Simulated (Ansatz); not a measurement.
Consider NaCl in the rock salt structure (space group Fm-3m, No. 225; a = 5.6015 Å). Axes: x, y, z lie along the cube axes.

Now apply this change: compressive biaxial strain of 0.50 % in the plane normal to [001], as in epitaxy on a mismatched substrate; the out-of-plane cell vector and the atoms relax.

All numbers come from PBEsol (Ansatz, a quantum-chemistry and plane-wave program, PAW, scalar-relativistic without spin-orbit coupling).

### Question
Give the band edges at the high-symmetry points of the new zone, measured from its valence-band maximum.

### Answer
| point | valence edge (eV) | conduction edge (eV) |
|---|---|---|
| Γ | 0.00 | 5.04 |
| X | -0.63 | 7.48 |
| P | -0.80 | 8.81 |
| N | -0.28 | 7.10 |
| M | -0.63 | 7.49 |
| S | -0.52 | 8.14 |
| S₀ | -0.52 | 8.14 |
| R | -0.82 | 8.83 |
| G | -0.82 | 8.83 |

The gap is 5.04 eV, direct at Γ.

Stability against distortions was not tested. Labels are those of the standard path for the cell's own space group.
